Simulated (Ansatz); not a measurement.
GeS₂ (model structure, started from the GeO2 type, P3₂21, No. 154, 9 atoms in the cell)

These are HSE06+SOC in Ansatz (plane waves, PAW) values and carry that method's errors.

Run with plane-wave cutoff 460 eV, 6×6×4 k mesh (along the axes of the cell as run), Fermi–Dirac smearing 0.01 eV, PAW data made under PBE.

Cell (relaxed with PBEsol):

```
GeS2
1.0
    5.80690     0.00000     0.00000
   -2.90345     5.02892     0.00000
    0.00000     0.00000     6.95335
Ge S
3 6
Direct
  0.54677   0.54677   0.50000
  0.45323   0.00000   0.16667
  0.00000   0.45323   0.83333
  0.32627   0.36239   0.77244
  0.63761   0.96388   0.43911
  0.03612   0.67373   0.10578
  0.36239   0.32627   0.22756
  0.96388   0.63761   0.56089
  0.67373   0.03612   0.89422
```

```yaml
band_gap: 2.78 eV (indirect)
smallest_direct_gap_on_the_k_points_sampled: 2.90 eV
direct gap at Γ: 3.21 eV
```

Note: the relaxation could raise the start's symmetry but not lower it, so the cell can be a saddle point; cell and atoms aren't relaxed at this level.

The computed numbers hold no vibrational or temperature effects.

It cost around 2.3 core-hours (rough) of CPU time.

A model structure was made by putting elements into a prototype or built by hand; it is no filed structure, need not be a known phase, and can be a saddle point held by its symmetry.

Ansatz is a first-principles code.
